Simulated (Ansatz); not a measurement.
## Variants of one calculation on MgRe2O8 (P-3, 11 atoms in the cell)

```
Mg(ReO4)2
1.0
    5.60690     0.00000     0.00000
   -2.80345     4.85572     0.00000
    0.00000     0.00000     6.08839
Mg Re O
1 2 8
Direct
  0.00000   0.00000   0.00000
  0.33333   0.66667   0.28187
  0.66667   0.33333   0.71813
  0.17237   0.83548   0.18895
  0.82763   0.16452   0.81105
  0.16452   0.33689   0.18895
  0.83548   0.66311   0.81105
  0.66311   0.82763   0.18895
  0.33689   0.17237   0.81105
  0.33333   0.66667   0.55819
  0.66667   0.33333   0.44181
```

Base run A: HSE06 (Ansatz, a first-principles code), self-consistent single point.

Its settings: basis.ecutwfc = 30.9 Ry; kpoints.mp_grid.grid = 3 3 2; hamiltonian.xc = hse06; hamiltonian.pseudopotentials = {kind: paw}, with the files named one by one; scf.occupations.method = fixed.

The starting cell comes from a database of computed structures (which also holds hypothetical and non-ambient phases and stackings), without a prior relaxation at this level. Its lattice was rescaled by a random factor within 2.5 % of one. Spin-orbit coupling is off. In the base run, with a pressure of about 9 GPa the cell is away from its equilibrium volume at this level. In the base run, forces exceed 1 eV/Å. Ansatz's pressure includes its estimate of the finite-basis (Pulay) stress.

ΔF is the free energy per atom less that of run A. A dash stands where there is no value to compare (another energy zero or no entropy term, no result, no spin, no clean gap, or a mesh too coarse for one). Absolute energies have different zeros for different potentials, functionals, Hubbard and dispersion terms and are not compared across them.

Runs:
- B: hamiltonian.xc: hse06 → pbesol; hamiltonian.pseudopotentials: {kind: paw}, with the files named one by one → {kind: paw} (the program's default PAW files) [PBEsol]
- C: hamiltonian.xc: hse06 → pbe0 [PBE0]
- D: kpoints.mp_grid.grid: 3 3 2 → 2 2 2
- E: kpoints.mp_grid.grid: 3 3 2 → 3 3 3
- F: kpoints.mp_grid.shift: default → 0 0 0.5
- G: scf.convergence.dr2_threshold: default (1e-07 eV) → 0.0001 eV
- H: scf.exx.singularity: default → gygi_baldereschi
- I: scf.mixing.algorithm: default (the program chose MSR1) → anderson; scf.mixing.beta: default → 0.3

```csv
run,ΔF (meV/atom),pressure (GPa),largest force (eV/Å),gap on the mesh (eV),k-points
A,0.00,8.76,1.161,5.995,6
B,–,11.76,2.152,4.528,6
C,–,8.76,1.169,6.777,6
D,0.46,8.78,1.163,5.997,4
E,-0.02,8.76,1.161,6.003,8
F,-0.07,8.76,1.162,6.032,5
G,0.00,8.76,1.161,5.995,6
H,–,8.75,1.161,5.995,6
I,0.00,8.76,1.161,5.995,6
```

Run C against A: The pressure stays at 8.76 GPa, the largest force hardly changes (1.161 to 1.169 eV/Å) and the gap on the mesh goes from 5.995 to 6.777 eV.

Run F against A: The free energy stays essentially unchanged (within 1 meV/atom), the pressure stays at 8.76 GPa, the largest force hardly changes (1.161 to 1.162 eV/Å) and the gap on the mesh goes from 5.995 to 6.032 eV.

Run B against A: The pressure goes from 8.76 to 11.76 GPa, the largest force goes from 1.161 to 2.152 eV/Å and the gap on the mesh goes from 5.995 to 4.528 eV.

Keys are those of Ansatz 0.2.
